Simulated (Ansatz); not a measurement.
A self-consistent single point of Be3Ir (I4mm, 4 atoms in the cell) with Ansatz (an electronic-structure program).

Level of theory: LDA (PW92), default PAW files made with PBE (plane waves; Ansatz).

The change in words: lattice scaled by 0.98; basis.ecutwfc: 420 eV → 210 eV. Reference geometry:
```yaml
crystal:
  lattice:
    - [-1.62345, 1.62345, 3.60744]
    - [1.62345, -1.62345, 3.60744]
    - [1.62345, 1.62345, -3.60744]
  atoms:
    - { symbol: Be, position: [0.75000, 0.25000, 0.50000] }
    - { symbol: Be, position: [0.25000, 0.75000, 0.50000] }
    - { symbol: Be, position: [0.50693, 0.50693, 0.00000] }
    - { symbol: Ir, position: [0.00000, 0.00000, 0.00000] }
```

Reference input (self-consistent single point, DFT, LDA (PW92), plane waves, default PAW files made with PBE): basis.ecutwfc = 420 eV; kpoints.mp_grid.grid = 14 14 14; hamiltonian.xc = lda; hamiltonian.pseudopotentials = {kind: paw} (the program's default PAW files); scf.occupations.method = fermi_dirac; scf.occupations.width = 0.1 eV. This run's input differs from it in these lines:

Ansatz 0.2 input:
```diff
@@ -3,5 +3,5 @@
   lattice:
-    - [-1.623452, 1.623452, 3.607442]
-    - [1.623452, -1.623452, 3.607442]
-    - [1.623452, 1.623452, -3.607442]
+    - [-1.590983, 1.590983, 3.535293]
+    - [1.590983, -1.590983, 3.535293]
+    - [1.590983, 1.590983, -3.535293]
   atoms:
@@ -12,3 +12,3 @@
 basis:
-  ecutwfc: 420.0
+  ecutwfc: 210.0
 kpoints:
```

Output (repeated stretches shortened):

```
SCF iter   1: F=—  HF=-11923.217619 eV  |F-HF|=—  |Δ(HF+E_count)|=         —  Δρ=7.88e-2  dr2=1.46e0  ethr=1.77e-3  ⟨swp⟩=5.1  Hψ=18452  notcnv=0
all-band conjugate gradients solve this SCF's bands
preconditioner: auto → Kerker (q_TF=auto, 2.534 Å⁻¹)
SCF iter   2: F=—  HF=-11922.743284 eV  |F-HF|=—  |Δ(HF+E_count)|=   4.74e-1  Δρ=3.51e-2  dr2=1.49e-1  ethr=1.77e-3  ⟨swp⟩=2.0  Hψ=9511  notcnv=0  defer=5
   [... lines left out ...]
SCF iter   4: F=—  HF=-11922.660303 eV  |F-HF|=—  |Δ(HF+E_count)|=   9.55e-3  Δρ=4.30e-4  dr2=5.72e-5  ethr=9.17e-5  ⟨swp⟩=3.0  Hψ=6721  notcnv=0  defer=5
SCF iter   5: F=—  HF=-11922.660284 eV  |F-HF|=—  |Δ(HF+E_count)|=   1.87e-5  Δρ=7.11e-5  dr2=2.73e-6  ethr=2.49e-7  ⟨swp⟩=2.4  Hψ=6553  notcnv=0  defer=5
SCF iter   6: F=—  HF=-11922.660284 eV  |F-HF|=—  |Δ(HF+E_count)|=   7.87e-7  Δρ=1.68e-5  dr2=1.22e-7  ethr=1.19e-8  ⟨swp⟩=2.2  Hψ=5543  notcnv=0  defer=5
SCF iter   7: F=-11922.660284 eV  HF=-11922.660284 eV  |F-HF|=2.49e-10  |Δ(HF+E_count)|=   2.95e-8  Δρ=1.50e-6  dr2=6.83e-10  ethr=4.35e-10  ⟨swp⟩=3.9  Hψ=10338  notcnv=0
SCF 1 converged in 7 iterations: F = -11922.660284 eV  dr2 = 6.83e-10
Free energy (F): -11922.660284 eV
Internal energy: -11922.623905 eV  (E = F + TS)
E sigma→0 (E₀):  -11922.642095 eV
Entropy (-TS):   -0.036378 eV (-9.095 meV/atom)
Fermi energy:    15.202721 eV
--- Forces (eV/Å), atoms counted from 1 ---
  atom   1  Be     0.00000000    -0.00000000     0.05317052
  atom   2  Be    -0.00000000     0.00000000     0.05317052
  atom   3  Be    -0.00000000    -0.00000000    -0.03478404
  atom   4  Ir    -0.00000000     0.00000000    -0.07160072
--- Stress (GPa, compression-positive) ---
        9.021885       0.000000       0.000000
        0.000000       9.021885       0.000000
        0.000000       0.000000       7.895700
  P = ⅓ Tr σ = 8.6465 GPa (86.465 kbar)
  The stress holds the Pulay correction. Without it, at fixed plane waves, as pw.x and ABINIT print it: P = -144.3283 GPa
```

The run converged in 7 iterations. Against the reference run the free energy rises by 1.81 eV/atom, the pressure goes from -4.44 to 8.65 GPa and the largest force goes from 0.058 to 0.072 eV/Å.

The starting cell comes from a database of computed structures (which also holds hypothetical and non-ambient phases and stackings), without a prior relaxation at this level. Its lattice was rescaled by up to half a per cent. One atom was moved a little off its site on purpose. For this run, on top of that: lattice scaled by 0.98. Spin polarisation is off. Ansatz's pressure includes its estimate of the finite-basis (Pulay) stress. Without the estimate this run gives -144.33 GPa. The cutoff lies below the one recommended for these files.
